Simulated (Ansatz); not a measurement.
# A computed series for hypothetical P4_2/mnm ZnS: pressure series

Base system: ZnS (space group P4_2/mnm, No. 136; a hypothetical phase, not in the database extracts checked).

```xyz
8
Lattice="6.5179 0.0000 0.0000 0.0000 6.5179 0.0000 0.0000 0.0000 3.8080" Properties=species:S:1:pos:R:3 pbc="T T T"
Zn     2.1201     4.3978     0.0000
Zn     4.3978     2.1201     0.0000
Zn     5.3790     5.3790     1.9040
Zn     1.1389     1.1389     1.9040
S      2.0436     2.0436     0.0000
S      4.4743     4.4743     0.0000
S      1.2153     5.3026     1.9040
S      5.3026     1.2153     1.9040
```

Cell and atoms are relaxed at each pressure.

Computed with PBEsol (Ansatz, a quantum-chemistry and plane-wave program), scalar-relativistic without spin-orbit coupling.

Notes on the quantities. enthalpy: H = E + PV relative to the base's energy.

```tsv
case	enthalpy	band gap	electron mass
base	–	2.24 eV	0.17 mₑ along c, 0.19 mₑ across (at Γ)
pressure −2 GPa	-0.26 eV/atom	2.11 eV	0.16 mₑ along c, 0.18 mₑ across (at Γ)
pressure −1 GPa	-0.13 eV/atom	2.19 eV	0.17 mₑ along c, 0.19 mₑ across (at Γ)
pressure 0.3 GPa	+0.04 eV/atom	2.26 eV	0.17 mₑ along c, 0.19 mₑ across (at Γ)
pressure 0.7 GPa	+0.09 eV/atom	2.28 eV	0.17 mₑ along c, 0.19 mₑ across (at Γ)
pressure 1.5 GPa	+0.19 eV/atom	2.32 eV	0.17 mₑ along c, 0.19 mₑ across (at Γ)
pressure 3 GPa	+0.37 eV/atom	2.39 eV	0.17 mₑ along c, 0.20 mₑ across (at Γ)
pressure 5 GPa	+0.61 eV/atom	2.48 eV	0.18 mₑ along c, 0.20 mₑ across (at Γ)
pressure 7.5 GPa	+0.90 eV/atom	2.57 eV	0.18 mₑ along c, 0.21 mₑ across (at Γ)
pressure 10 GPa	+1.19 eV/atom	2.65 eV	0.18 mₑ along c, 0.21 mₑ across (at Γ)
```

Load acts through the strain it causes; cell and atoms are relaxed under it. Effective masses come from finite differences of ±0.01 Å⁻¹. No phonon test of stability was made. No other phases were tried under pressure.
